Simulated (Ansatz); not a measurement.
# Short convergence ladders for TaBe2 (R3m, 6 atoms in the cell)

```
TaBe2
1.0
    0.00000     3.24610     3.24610
    3.24610     0.00000     3.24610
    3.24610     3.24610     0.00000
Ta Be
2 4
Direct
  0.75445   0.75445   0.75445
  0.50000   0.50000   0.50000
  0.12500   0.62500   0.12500
  0.12500   0.12500   0.12500
  0.62500   0.12500   0.12500
  0.12500   0.12500   0.62500
```

Base method: PBEsol, default PAW files made with PBE (plane waves; Ansatz, a program for electronic structure).

Base settings: basis.ecutwfc = 420 eV; kpoints.mp_grid.grid = 9 9 9; hamiltonian.xc = pbesol; hamiltonian.pseudopotentials = {kind: paw} (the program's default PAW files); scf.occupations.method = fermi_dirac; scf.occupations.width = 0.1 eV.

The count of work is k-points × plane waves × bands × iterations; it is no time. Core times come from one kind of shared machine, to one figure; runs under 30 s give none.

**The width of Fermi-Dirac smearing**

In this ladder: kpoints.mp_grid.grid = 15 15 15.

Narrow widths need finer meshes than wide ones, so the last steps can hold mesh noise.

Only quantities that move along the ladder and can be compared are tabulated; pressure and forces are left out, as mesh noise rules them at narrow widths.

| scf.occupations.width | free energy less the last step's (meV/atom) | energy extrapolated to zero width less the last step's (meV/atom) |
|---|---|---|
| 1 eV | -757.39 | -61.66 |
| 0.5 eV | -217.93 | -27.45 |
| 0.3 eV | -86.77 | -8.55 |
| 0.2 eV | -39.51 | -1.78 |
| 0.1 eV | -7.97 | 0.42 |
| 0.05 eV | 0.00 | 0.00 |

Widest scf.occupations.width that holds the energy extrapolated to zero width within 1 meV/atom of the last step, with all finer ones: 0.1 eV; the step before is off by 1.8 meV/atom.

Widest scf.occupations.width that holds the free energy within 5 meV/atom: not settled: the last two steps still differ by 8.0 meV/atom, over half the tolerance, so the ladder does not show it.

The extrapolation to zero width removes most of the smearing's effect on the energy.

**The width of Methfessel-Paxton smearing**

In this ladder: kpoints.mp_grid.grid = 15 15 15; scf.occupations.method = methfessel_paxton.

Narrow widths need finer meshes than wide ones, so the last steps can hold mesh noise.

Only quantities that move along the ladder and can be compared are tabulated; pressure and forces are left out, as mesh noise rules them at narrow widths.

```tsv
scf.occupations.width	free energy less the last step's (meV/atom)
1 eV	-12.65
0.5 eV	0.07
0.3 eV	1.15
0.2 eV	0.82
0.1 eV	0.20
0.05 eV	0.00
```

Widest scf.occupations.width that holds the free energy within 0.5 meV/atom of the last step, with all finer ones: 0.1 eV; the step before is off by 0.82 meV/atom.

**The mesh under tetrahedron occupations**

In this ladder: scf.occupations.method = tetrahedron; scf.occupations.width = default.

Only quantities that move along the ladder and can be compared are tabulated.

```csv
kpoints.mp_grid.grid,free energy less the last step's (meV/atom),pressure (GPa),largest difference of a force vector from the last step's (eV/Å),count of work / last,core time / last (rough)
4 4 4,1.88,-1.57,0.176,0.017,–
5 5 5,-6.01,-1.50,0.028,0.024,–
6 6 6,1.01,-1.44,0.042,0.041,–
7 7 7,-0.23,-1.61,0.044,0.056,–
9 9 9,-0.06,-1.51,0.019,0.11,–
11 11 11,0.06,-1.44,0.004,0.19,–
13 13 13,0.04,-1.45,0.001,0.30,0.3
16 16 16,-0.03,-1.44,0.005,0.53,0.4
20 20 20,0.00,-1.44,0.000,1.0,1
```

Coarsest kpoints.mp_grid.grid that holds the forces within 0.01 eV/Å: not settled: the last two steps still differ by 0.005 eV/Å, over half the tolerance, so the ladder does not show it.

Coarsest kpoints.mp_grid.grid that holds the free energy within 0.5 meV/atom of the last step, with all finer ones: 7 7 7, at 0.056 of the last step's count of work; the step before is off by 1.0 meV/atom.

Coarsest kpoints.mp_grid.grid that holds the pressure within 0.1 GPa of the last step, with all finer ones: 9 9 9, at 0.11 of the last step's count of work; the step before is off by 0.17 GPa.

On the base run: the starting cell comes from a database of computed structures (which also holds hypothetical and non-ambient phases and stackings), without a prior relaxation at this level. Its lattice was rescaled by up to half a per cent. One atom was moved a little off its site on purpose. Spin polarisation is off. Ansatz's pressure includes its estimate of the finite-basis (Pulay) stress.

Left out of this page: 4 runs of the series outside the window shown, repeating another row's setting, or not comparable.

Keys are those of Ansatz 0.2.
